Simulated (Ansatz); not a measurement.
InP under load (space group F-43m), r2SCAN with spin-orbit coupling, rigid bands in Ansatz (a program for electronic structure). Condition of this run: hydrostatic pressure of -3 GPa (compression positive) (the target of the relaxation). Band gap 0.79 eV, N_c = 4.24e17 cm⁻³ and N_v = 2.49e19 cm⁻³ at 300 K, conductivity masses of 0.0707 mₑ (electrons) and 0.592 mₑ (holes). Take k_BT = 0.02585 eV.

### Question
What thermal injection velocity √(2k_BT/πm) limits a ballistic channel?

### Answer
2.02e7 cm/s for electrons and 6.99e6 cm/s for holes, a ratio of √(m_h/m_e) = 2.89, for dilute carriers.

### Question
Find the intrinsic carrier density and the intrinsic Fermi level.

### Answer
n_i = √(N_c N_v) exp(−E_g/2k_BT) = 3.25e18 × exp(−15.28) = 7.5e11 cm⁻³. The level lies (k_BT/2) ln(N_v/N_c) = 53 meV from mid-gap (positive towards the conduction band). Each 0.1 eV added to the gap lowers n_i by a factor of 6.9.

Rigid bands with the computed gap; masses take one relaxation time for all states. Geometry: cell and atoms relaxed with PBEsol.
